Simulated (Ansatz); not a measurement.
Base system: Ge in the diamond structure (space group Fd-3m, No. 227; a = 5.6762 Å). Axes: x, y, z lie along the cube axes.

Calculations: PBEsol in Ansatz (plane waves to 420 eV, PAW, no spin-orbit coupling).

For the base:

| Quantity | Value |
|---|---|
| Pressure | 0.0 GPa |
| Shortest interatomic distance | 2.458 Å |
| Band gap | zero |

Modification: uniaxial strain ε_xx = +1.88 %, all other strain components held at zero, atoms relaxed at fixed cell.

Task: What does the calculation give for the energy relative to the base, pressure, shortest interatomic distance and band gap after the change?

Result: The energy increases by 2.8 meV/atom; the pressure (mean of the normal stresses, compression positive) goes from zero to -1.2 GPa; the shortest interatomic distance grows by 0.015 Å (2.458 Å → 2.473 Å); the band gap is still zero.

Stability against distortions was not tested. The zero or small gap of Ge can change with the level of theory.

Ansatz is a first-principles code.
